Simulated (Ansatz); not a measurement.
The starting structures come from a database of crystals and need not be the phases stable at ambient conditions.

 Where the default PAW files enter, the runs use the earlier of Ansatz's two default sets.

Tunnelling through a barrier is set by its complex band structure: the current falls as exp(−2κd) with the smallest κ.

Consider the following.

```
CELL_PARAMETERS angstrom
      5.84106     0.00000     0.00000
      0.00000     8.26050     0.00000
      2.92053     4.13025     2.92053
ATOMIC_POSITIONS crystal
  Ba 0.50000 0.75000 0.00000
  Ba 0.50000 0.25000 0.00000
  Zn 0.00000 0.50000 0.00000
  W  0.00000 0.00000 0.00000
  O  0.47532 0.23766 0.52468
  O  0.52468 0.76234 0.47532
  O  0.00000 0.76234 0.47532
  O  0.00000 0.23766 0.52468
  O  0.00000 0.23766 0.00000
  O  0.00000 0.76234 0.00000
```

Space group of this cell: Fm-3m. The cell is taken as given; by r2SCAN its mean pressure is -8.1 GPa.

Transport runs along the normal of the first two printed cell vectors, the (110) plane of the conventional cell.

The gap is the functional's own. No spin-orbit coupling. Mid-gap values are interpolated on the energy grid.

Question: Compute, with Ansatz (an electronic-structure program) with r2SCAN, the band gap and the smallest decay constant κ at mid-gap.

Answer: Gap 3.25 eV on a 10×10×10 mesh; κ = 0.336 1/Å, at (0.500, 0.500) of the in-plane reciprocal vectors. At the zone centre, at the nearest computed energy, the slowest state has κ = 0.36 1/Å.
